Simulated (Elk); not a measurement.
## Input and output of a self-consistent single point for PbS2 (I4/mcm, 6 atoms in the cell) (Elk)

Method: LDA (PW92), all-electron FP-LAPW, Elk's shipped species files, default APW+lo basis run with Elk.

The input file:

```
tasks
  0

rmtscf
  0.83

swidth
  0.00183747

maxscl
  100

avec
   -5.8108416928    5.8108416928    7.1367396823
    5.8108416928   -5.8108416928    7.1367396823
    5.8108416928    5.8108416928   -7.1367396823

sppath
  'species/'

atoms
  2
  'Pb.in'
  2
  0.7500000000  0.7500000000  0.0000000000    0.0 0.0 0.0
  0.2500000000  0.2500000000  0.0000000000    0.0 0.0 0.0
  'S.in'
  4
  0.1190300000  0.6190300000  0.7380600000    0.0 0.0 0.0
  0.8809700000  0.3809700000  0.2619400000    0.0 0.0 0.0
  0.6190300000  0.8809700000  0.5000000000    0.0 0.0 0.0
  0.3809700000  0.1190300000  0.5000000000    0.0 0.0 0.0

ngridk
  4 4 4
```

The program printed (abridged):

```
│ Elk code version 10.2.4 │

All units are atomic (Hartree, Bohr, etc.)

│ Ground-state run starting from atomic densities │

Lattice vectors :
  -5.810841693       5.810841693       7.136739682
   5.810841693      -5.810841693       7.136739682
   5.810841693       5.810841693      -7.136739682

Unit cell volume      :    963.9132165
Brillouin zone volume :   0.2573366660

Muffin-tin inner radius fraction :   0.1000000000E-01

Nuclei treated as point charges

Species :    1 (Pb)
 parameters loaded from : Pb.in
 name : lead
 nuclear charge    :   -82.00000000
 electronic charge :    82.00000000
 atomic mass :    377702.4940
 muffin-tin radius :    2.324000000
 number of radial points in muffin-tin :    697
 atomic positions (lattice), magnetic fields (Cartesian) :
   1 :   0.25000000  0.25000000  0.00000000    0.00000000  0.00000000  0.00000000
   2 :  -0.25000000 -0.25000000  0.00000000    0.00000000  0.00000000  0.00000000

Species :    2 (S)
 parameters loaded from : S.in
 name : sulphur
 nuclear charge    :   -16.00000000
 electronic charge :    16.00000000
 atomic mass :    58450.91926
 muffin-tin radius :    1.826000000
 number of radial points in muffin-tin :    397
 atomic positions (lattice), magnetic fields (Cartesian) :
   1 :  -0.38097000  0.11903000 -0.26194000    0.00000000  0.00000000  0.00000000
   2 :   0.38097000 -0.11903000  0.26194000    0.00000000  0.00000000  0.00000000
   3 :   0.11903000  0.38097000  0.50000000    0.00000000  0.00000000  0.00000000
   4 :  -0.11903000 -0.38097000  0.50000000    0.00000000  0.00000000  0.00000000

Total number of atoms per unit cell :    6

Spin treatment :
 spin-unpolarised

Number of Bravais lattice symmetries :   16
Number of crystal symmetries         :   16
Crystal has inversion symmetry
Real symmetric eigensolver will be used

k-point grid :      4     4     4
k-point offset :    0.000000000       0.000000000       0.000000000
k-point set is reduced with full crystal symmetry group
Total number of k-points :       13

Muffin-tin radius times maximum |G+k| :    7.000000000
 using average radius
Maximum |G+k| for APW functions       :    3.514056225
Maximum (1/2)|G+k|²                   :    6.174295576
Maximum |G| for potential and density :    12.00000000
 potential will be trimmed for |G| > 2 gkmax
Constant for pseudocharge density :    7
Radial integration step length :    4

G-vector grid sizes :     42    42    42
Number of G-vectors :    28171

Maximum angular momentum used for
 APW functions                      :    8
 outer part of muffin-tin           :    6
 inner part of muffin-tin           :    1

Total nuclear charge    :   -228.0000000
Total core charge       :    176.0000000
Total valence charge    :    52.00000000
Total excess charge     :    0.000000000
Total electronic charge :    228.0000000

Effective Wigner radius, rₛ :    1.003085978

Number of empty states         :   24
Total number of valence states :   50
Total number of core states    :  176

Total number of local-orbitals :   50

Exchange-correlation functional :      3     0     0
 Perdew-Wang/Ceperley-Alder, Phys. Rev. B 45, 13244 (1992)
 gradient requirement :    0
 local density approximation (LDA)

Smearing type :    3
 Fermi-Dirac
Smearing width :   0.1837470000E-02
Effective electronic temperature (K) :    580.2271348

Mixing type :    3
 Broyden mixing, J. Phys. A: Math. Gen. 17, L317 (1984)

Kohn-Sham potential initialised from atomic data

│ Self-consistent loop started │
│ Loop number : 1 │
 total energy                :     -43428.6556202
│ Loop number : 2 │
 total energy                :     -43428.9184647
RMS change in Kohn-Sham potential (target) :   0.1178099233     (  0.1000000000E-05)
Absolute change in total energy (target)   :   0.2628445192     (  0.1000000000E-03)
│ Loop number : 3 │
 total energy                :     -43429.5515925
RMS change in Kohn-Sham potential (target) :   0.1015589164     (  0.1000000000E-05)
Absolute change in total energy (target)   :   0.6988388681     (  0.1000000000E-03)
│ Loop number : 4 │
 total energy                :     -43429.2263093
RMS change in Kohn-Sham potential (target) :   0.7569255082E-01 (  0.1000000000E-05)
Absolute change in total energy (target)   :   0.1505735027     (  0.1000000000E-03)
│ Loop number : 5 │
 total energy                :     -43428.1332207
RMS change in Kohn-Sham potential (target) :   0.3585635698E-01 (  0.1000000000E-05)
Absolute change in total energy (target)   :    1.130731979     (  0.1000000000E-03)
│ Loop number : 6 │
 total energy                :     -43427.3122708
RMS change in Kohn-Sham potential (target) :   0.1181392459E-01 (  0.1000000000E-05)
Absolute change in total energy (target)   :    1.103632896     (  0.1000000000E-03)
│ Loop number : 7 │
 total energy                :     -43426.9425499
RMS change in Kohn-Sham potential (target) :   0.4184283931E-03 (  0.1000000000E-05)
Absolute change in total energy (target)   :   0.6456291327     (  0.1000000000E-03)
│ Loop number : 8 │
 total energy                :     -43426.8474962
RMS change in Kohn-Sham potential (target) :   0.3647716786E-03 (  0.1000000000E-05)
Absolute change in total energy (target)   :   0.2564609038     (  0.1000000000E-03)
│ Loop number : 9 │
 total energy                :     -43426.8481173
RMS change in Kohn-Sham potential (target) :   0.1432672436E-03 (  0.1000000000E-05)
Absolute change in total energy (target)   :   0.6349416861E-01 (  0.1000000000E-03)
│ Loop number : 10 │
 total energy                :     -43426.8841877
RMS change in Kohn-Sham potential (target) :   0.2408754716E-04 (  0.1000000000E-05)
Absolute change in total energy (target)   :   0.2019691373E-01 (  0.1000000000E-03)
│ Loop number : 11 │
 total energy                :     -43426.8907885
RMS change in Kohn-Sham potential (target) :   0.7695357860E-05 (  0.1000000000E-05)
Absolute change in total energy (target)   :   0.1164995827E-01 (  0.1000000000E-03)
│ Loop number : 12 │
 total energy                :     -43426.8905099
RMS change in Kohn-Sham potential (target) :   0.4345817344E-05 (  0.1000000000E-05)
Absolute change in total energy (target)   :   0.2633896263E-02 (  0.1000000000E-03)
│ Loop number : 13 │
 total energy                :     -43426.8901642
RMS change in Kohn-Sham potential (target) :   0.2470244465E-06 (  0.1000000000E-05)
Absolute change in total energy (target)   :   0.3127781019E-03 (  0.1000000000E-03)
│ Loop number : 14 │
 total energy                :     -43426.8901529
RMS change in Kohn-Sham potential (target) :   0.6930955859E-07 (  0.1000000000E-05)
Absolute change in total energy (target)   :   0.6690133159E-04 (  0.1000000000E-03)
Convergence targets achieved

│ Loop number : 15 │

Energies :
 Fermi                       :     0.220256463741
 sum of eigenvalues          :     -26764.9521556
 electron kinetic            :      50296.4721942
 core electron kinetic       :      49982.2697400
 Coulomb                     :     -92867.8366227
 Coulomb potential           :     -75926.1013879
 nuclear-nuclear             :     -2791.44326508
 electron-nuclear            :     -104226.685327
 Hartree                     :      14150.2919697
 Madelung                    :     -54904.7859288
 xc potential                :     -1135.32296187
 exchange                    :     -833.294892104
 correlation                 :     -22.2306486030
 electron entropic           :    -0.183799683554E-03
 total energy                :     -43426.8901530

Density of states at Fermi energy :    16.84942954
 (states/Hartree/unit cell)

Estimated indirect band gap :   0.6673356568E-02
 from k-point     13 to k-point     10
Estimated direct band gap   :   0.1129255391E-01
 at k-point     13

Charges :
 core                        :    176.0000000
 valence                     :    52.00000000
 interstitial                :    16.84483141
 muffin-tins (core leakage)
  species :    1 (Pb)
   atom    1                 :    79.07773005     (  0.1106137599E-01)
   atom    2                 :    79.07773005     (  0.1106137599E-01)
  species :    2 (S)
   atom    1                 :    13.24992712     (  0.8498262786E-03)
   atom    2                 :    13.24992712     (  0.8498262786E-03)
   atom    3                 :    13.24992712     (  0.8498262786E-03)
   atom    4                 :    13.24992712     (  0.8498262786E-03)
 total in muffin-tins        :    211.1551686
 total calculated charge     :    227.9583676
 total charge                :    228.0000000
 error                       :   0.4163240989E-01

│ Self-consistent loop stopped │
```

The run converged in 15 iterations. The count includes the last loop, which Elk runs after its targets are met.

The starting cell comes from a database of computed structures (which also holds hypothetical and non-ambient phases and stackings), without a prior relaxation at this level. Spin-orbit coupling is off. Values depend on the basis (sphere radii, cutoffs, local orbitals), which need not be converged. The run gives no clean gap (levels at the Fermi energy touch, overlap or are partly filled at this smearing), which alone does not show that the compound is a metal. The log's line on a gap gives a spacing of levels on this mesh, which the program prints for metals too.
